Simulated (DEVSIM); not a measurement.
Device: abrupt Ge p-n junction, at 250 K.

Layer 1 from the left is Ge, thickness (μm) 4.70, Na (cm⁻³) 1.4e18, τn (s) 1.6e-6, τp (s) 1.6e-6. Layer 2 from the left is Ge, thickness (μm) 12.0, Nd (cm⁻³) 1.1e16, τn (s) 1.6e-6, τp (s) 1.6e-6.

Left contact: ohmic. Right contact: ohmic. Voltage is applied to the left contact. Recombination: SRH at mid-gap. Mobility is μmin + (μ − μmin)/(1 + (N/Nref)^α).

Constants are typed, rounded textbook-type inputs, not results; the design itself was drawn at random and stands for no fabricated device. Values at 300 K; Nc and Nv go as T^1.5, mobilities as T to minus their exponent, the gap by Varshni's rule with the affinity fixed.

Ge: gap (eV) 0.664, affinity (eV) 4, permittivity 16, Nc (cm⁻³) 1.04e19, Nv (cm⁻³) 6e18, μn (cm²/Vs) 3900, μp (cm²/Vs) 1900, μn,min 150, μp,min 100, Nref,n 2.6e17, Nref,p 4e17, αn 0.56, αp 0.6, T exponent of μn 1.66, T exponent of μp 2.33, Varshni α (eV/K) 0.000477, Varshni β (K) 235.

Q: Estimate by hand the built-in potential, the peak field at zero bias, and compare with a numerical solution.

A: 
- Built-in potential: ni = √(Nc Nv) exp(−Eg/2kT) = 7.88e11 cm⁻³ with Eg = 0.683 eV; Vbi = kT/q ln(Na Nd/ni²) = 0.516 V; numerical 0.516 V.
- Peak field at zero bias: depletion approximation: W = √(2εVbi/(qN)) = 0.289 μm with N = 1.09e16 cm⁻³; field = 2Vbi/W = 35700 V/cm; numerical 57400 V/cm (estimate below by 38 %).

Simulated with DEVSIM: 1D drift-diffusion, Boltzmann statistics, complete ionisation; no tunnelling, impact ionisation, image-force lowering or self-heating.
